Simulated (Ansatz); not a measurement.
GaN: 2 layers

The parent structure is GaN in the zinc blende structure (space group F-43m, No. 216; a = 4.498 Å). Axes: x, y, z lie along the cube axes.

Now apply this change: a free-standing slab of 2 layers (4 atoms, 2 a layer) is cut normal to [110], with 15 Å of vacuum and the in-plane cell held at bulk.

Method: PBEsol (Ansatz, a first-principles code, PAW, spin-orbit coupling left out). Γ-centred 10×7×1 mesh, Fermi–Dirac width 0.05 eV, for the changed cell.

The layer's space group (with vacuum) comes out as Pmn2_1 (No. 31) and the shortest interatomic distance falls by 0.218 bohr, from 3.681 bohr to 3.463 bohr. The band gap increases by 0.58 eV (1.70 eV → 2.28 eV) and the gap character amounts to indirect, k = (0.100, 0.429, 0) in the run's primitive reciprocal basis → Γ. The smallest direct gap rises by 0.813 eV, from 1.70 eV to 2.52 eV and the excess energy per area of both faces (slab less bulk energy over the cell's area: twice a surface energy) comes out as 3.05 J/m². The thickness between the outermost nuclei comes out as 1.58 Å.

Final structure:

```xyz
4
Lattice="3.1806 0.0000 0.0000 0.0000 4.4981 0.0000 0.0000 0.0000 16.5903" Properties=species:S:1:pos:R:3 pbc="T T T"
N      2.3855     2.0976     7.5060
Ga     0.7952     1.2760     7.8983
N      3.9758     4.3466     9.0843
Ga     2.3855     3.5250     8.6921
```

The excess energy carries the mismatch between the slab's and the bulk's meshes. Whether these cells are dynamically stable was not tested. This is not the structure that GaN has at room temperature and ambient pressure. k-point labels follow each cell's own Brillouin zone.
